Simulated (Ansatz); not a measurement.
Reference: BP (F-43m), r2SCAN with spin-orbit coupling, rigid bands (plane waves, PAW; Ansatz, a program for electronic structure); axes and stresses refer to this cell.

```
CELL_PARAMETERS angstrom
      0.00000     2.26008     2.26008
      2.26008     0.00000     2.26008
      2.26008     2.26008     0.00000
ATOMIC_POSITIONS crystal
  B  0.00000 0.00000 0.00000
  P  0.25000 0.25000 0.25000
```

* **electron conductivity mass**: 0.32 mₑ
* **hole conductivity mass**: 0.40 mₑ
* **Seebeck coefficient, p-type 1e19 cm⁻³**: 318 μV/K

Q: After one change the values are electron conductivity mass 0.32 mₑ; hole conductivity mass 0.28 mₑ; Seebeck coefficient, p-type 1e19 cm⁻³ 150 μV/K. Name the change that produced these shifts.
A) biaxial stress in (001) of -12 GPa (compression positive)
B) biaxial stress in (001) of 8 GPa (compression positive)
C) biaxial stress in (001) of 12 GPa (compression positive)

A: A, biaxial stress in (001) of -12 GPa (compression positive)

Masses are for dilute carriers at 300 K, harmonic means over directions unless an axis is named. Seebeck coefficients are for the stated density at 300 K, with one relaxation time for all states and whether or not that doping can be reached. Stresses and pressures are the targets of the relaxation.  The structure type is held under load, also where the real crystal would transform.
